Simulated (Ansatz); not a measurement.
The reference is MoSi$_{2}$ (space group I4/mmm, No. 139; relaxed with 0.1 eV smearing).

```
CELL_PARAMETERS angstrom
     -1.60843     1.60843     3.93738
      1.60843    -1.60843     3.93738
      1.60843     1.60843    -3.93738
ATOMIC_POSITIONS crystal
  Mo 0.00000 0.00000 0.00000
  Si 0.33507 0.33507 0.00000
  Si 0.66493 0.66493 0.00000
```

Cartesian axes are those of the cell as printed.

All numbers come from PBE in Ansatz (plane waves to 420 eV, PAW, without spin-orbit coupling), earlier PAW set.

For the base:

```
Quantity   Result
--------  -------
Pressure  0.0 GPa
```

It is then changed as follows: tensile biaxial strain of 0.97 % in the plane normal to [001], as in epitaxy on a mismatched substrate; the out-of-plane cell vector and the atoms relax.

Problem. Estimate the effect on the pressure and out-of-plane strain.

Solution. The pressure (mean of the normal stresses, compression positive) goes from zero to -2.9 GPa; the out-of-plane strain comes out as -0.34 %.

Stability against distortions was not tested. All final runs are without spin polarisation.

Ansatz is a program for electronic structure.
